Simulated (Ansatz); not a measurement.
Consider ZnS in the wurtzite structure (space group P6_3mc, No. 186; a = 3.7822 Å, c = 6.2077 Å). Axes: x lies along a and z along c of the hexagonal cell.

The values are results of PBEsol (Ansatz, a program for electronic structure; PAW; 420 eV plane waves; scalar-relativistic without spin-orbit coupling), not measurements.

Strains are applied to the cell and any free atomic positions relax.

One change was made to it. Results:

The energy goes up by 3.0 meV/atom; the band gap grows by 0.131 eV to 2.29 eV; the shortest interatomic distance shrinks by 0.0166 Å (2.319 Å → 2.303 Å); the width of the top valence band rises by 0.024 eV to 2.26 eV; the valence-band top at Γ (three highest levels, from the VBM) becomes 0.00, 0.00, 0.00 eV (base: 0.00, 0.00, -0.09 eV).

Problem. What was done to the base?
A. uniaxial strain ε_zz = −1.20 %
B. uniaxial strain ε_zz = −0.60 %
C. uniaxial strain ε_zz = −1.80 %

Solution. C, uniaxial strain ε_zz = −1.80 %. For comparison, the band gap in the other runs: uniaxial strain ε_zz = −0.60 % gives 2.20 eV; uniaxial strain ε_zz = −1.20 % gives 2.24 eV.

No phonon test of stability was made.
